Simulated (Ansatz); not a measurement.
The reference is ZnS in the wurtzite structure (space group P6_3mc, No. 186).

```
CELL_PARAMETERS angstrom
      3.73826     0.00000     0.00000
     -1.86913     3.23743     0.00000
      0.00000     0.00000     6.14288
ATOMIC_POSITIONS crystal
  Zn 0.33333 0.66667 0.00059
  Zn 0.66667 0.33333 0.50059
  S  0.33333 0.66667 0.37441
  S  0.66667 0.33333 0.87441
```

Cartesian axes are those of the cell as printed.

Method: LDA (Ansatz, a first-principles code; PAW; 420 eV plane waves; no spin-orbit coupling).

Now apply this change: the cell is scaled by 0.9880 in all directions, atoms relaxed at fixed cell.

Predict the stress tensor and what it implies for the stiffness.

Stress of the strained cell less that of the base (GPa, compression positive):
```
   3.32    0.00    0.00
   0.00    3.32    0.00
   0.00    0.00    3.49
```

Then B = −ΔP/(ΔV/V₀) with ΔV/V₀ = -0.0356 gives secant stiffness values (nonlinear terms included at this strain): B (at held cell shape, above the free-shape value) ≈ 95 GPa.

As a check, the harmonic strain energy −½ V₀ Δσ:ε is 7.1 meV/atom; the computed energy rise is 6.7 meV/atom.

No phonon test of stability was made.
